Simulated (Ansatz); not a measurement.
Worked example: self-consistent single point of Cs₃Bi (I4mm, 4 atoms in the cell) in Ansatz (a quantum-chemistry and plane-wave program).

Method: PBEsol, default PAW files made with PBE (plane waves; Ansatz).

The change in words: lattice scaled by 0.98; kpoints.mp_grid.grid: 5 5 5 → 12 12 12. Reference geometry:
```yaml
crystal:
  lattice:
    - [0.00000, 4.67311, 4.67311]
    - [4.67311, 0.00000, 4.67311]
    - [4.67311, 4.67311, 0.00000]
  atoms:
    - { symbol: Cs, position: [0.25000, 0.25000, 0.25000] }
    - { symbol: Cs, position: [0.75000, 0.75000, 0.75000] }
    - { symbol: Cs, position: [0.50535, 0.50535, 0.49465] }
    - { symbol: Bi, position: [0.00000, 0.00000, 0.00000] }
```

Reference input (self-consistent single point, DFT, PBEsol, plane waves, default PAW files made with PBE): basis.ecutwfc = 420 eV; kpoints.mp_grid.grid = 5 5 5; hamiltonian.xc = pbesol; hamiltonian.pseudopotentials = {kind: paw} (the program's default PAW files); scf.occupations.method = gaussian; scf.occupations.width = 0.272 eV. This run's input differs from it in these lines:

Ansatz 0.2 input:
```diff
@@ -3,5 +3,5 @@
   lattice:
-    - [0.000000, 4.673112, 4.673112]
-    - [4.673112, 0.000000, 4.673112]
-    - [4.673112, 4.673112, 0.000000]
+    - [0.000000, 4.579650, 4.579650]
+    - [4.579650, 0.000000, 4.579650]
+    - [4.579650, 4.579650, 0.000000]
   atoms:
@@ -15,3 +15,3 @@
   mp_grid:
-    grid: [5, 5, 5]
+    grid: [12, 12, 12]
 hamiltonian:
```

Output, abridged:

```
SCF iter   1: F=—  HF=-29000.871349 eV  |F-HF|=—  |Δ(HF+E_count)|=         —  Δρ=1.13e-3  dr2=2.97e-3  ethr=1.77e-3  ⟨swp⟩=9.1  Hψ=21238  notcnv=0
all-band conjugate gradients solve this SCF's bands
preconditioner: auto → Resta (q_TF=auto, 2.118 Å⁻¹)
SCF iter   2: F=—  HF=-29000.871780 eV  |F-HF|=—  |Δ(HF+E_count)|=   4.31e-4  Δρ=6.53e-4  dr2=8.43e-4  ethr=7.07e-6  ⟨swp⟩=2.4  Hψ=9063  notcnv=0
   [... lines left out ...]
SCF iter   4: F=—  HF=-29000.871757 eV  |F-HF|=—  |Δ(HF+E_count)|=   6.91e-6  Δρ=6.43e-5  dr2=2.19e-5  ethr=4.38e-7  ⟨swp⟩=3.0  Hψ=7386  notcnv=0
SCF iter   5: F=—  HF=-29000.871813 eV  |F-HF|=—  |Δ(HF+E_count)|=   5.60e-5  Δρ=2.10e-5  dr2=3.05e-6  ethr=5.22e-8  ⟨swp⟩=2.9  Hψ=7262  notcnv=0
SCF iter   6: F=—  HF=-29000.871813 eV  |F-HF|=—  |Δ(HF+E_count)|=   3.10e-7  Δρ=6.45e-6  dr2=2.28e-7  ethr=7.26e-9  ⟨swp⟩=2.3  Hψ=6150  notcnv=0
SCF iter   7: F=-29000.871813 eV  HF=-29000.871813 eV  |F-HF|=4.80e-9  |Δ(HF+E_count)|=   9.88e-9  Δρ=2.19e-6  dr2=2.26e-8  ethr=2.38e-10  ⟨swp⟩=8.7  Hψ=22603  notcnv=0
SCF 1 converged in 7 iterations: F = -29000.871813 eV  dr2 = 2.26e-8
Free energy (F): -29000.871813 eV
Internal energy: -29000.870125 eV  (E = F + TS)
E sigma→0 (E₀):  -29000.870969 eV
Entropy (-TS):   -0.001688 eV (-0.422 meV/atom)
Fermi energy:    6.925795 eV
--- Forces (eV/Å), atoms counted from 1 ---
  atom   1  Cs     0.00000000    -0.00000000     0.02232498
  atom   2  Cs     0.00000000     0.00000000     0.02232498
  atom   3  Cs    -0.00000000     0.00000000    -0.03620529
  atom   4  Bi     0.00000000     0.00000000    -0.00844821
--- Stress (GPa, compression-positive) ---
        0.086393       0.000000       0.000000
        0.000000       0.086393       0.000000
        0.000000       0.000000       0.085264
  P = ⅓ Tr σ = 0.0860 GPa (0.860 kbar)
  The stress holds the Pulay correction. Without it, at fixed plane waves, as pw.x and ABINIT print it: P = 0.0818 GPa
```

The run converged in 7 iterations. Against the reference run the free energy goes down by 3.8 meV/atom, the pressure goes from -0.47 to 0.09 GPa and the largest force goes from 0.029 to 0.036 eV/Å.

The starting cell comes from a database of computed structures (which also holds hypothetical and non-ambient phases and stackings), without a prior relaxation at this level. Its lattice was rescaled by up to half a per cent. One atom was moved a little off its site on purpose. For this run, on top of that: lattice scaled by 0.98. Ansatz's pressure includes its estimate of the finite-basis (Pulay) stress.

Cost on one core of a shared machine: roughly 60 s.
